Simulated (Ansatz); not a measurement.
The parent structure is Ca in the fcc (Cu type) structure (space group Fm-3m, No. 225; a = 5.527 Å).

Level of theory: PBE (Ansatz, a first-principles code, PAW, scalar-relativistic without spin-orbit coupling).

One change was made to it. Results:

```json
[
 {"quantity": "lattice parameter a", "base": "10.444 bohr", "after": "10.312 bohr"},
 {"quantity": "band gap", "base": "zero", "after": "zero"}
]
```

Q: Name the change that was made.
A) pressure 0.7 GPa
B) pressure 5 GPa
C) pressure −1 GPa
D) pressure 0.3 GPa
E) pressure −2 GPa

A: A, pressure 0.7 GPa. For comparison, the lattice parameter a in the other runs: pressure −1 GPa gives 10.668 bohr; pressure −2 GPa gives 10.969 bohr; pressure 0.3 GPa gives 10.385 bohr; pressure 5 GPa gives 9.739 bohr.

Load acts through the strain it causes; cell and atoms are relaxed under it. Stability against distortions was not tested. Competing high-pressure phases were not computed.
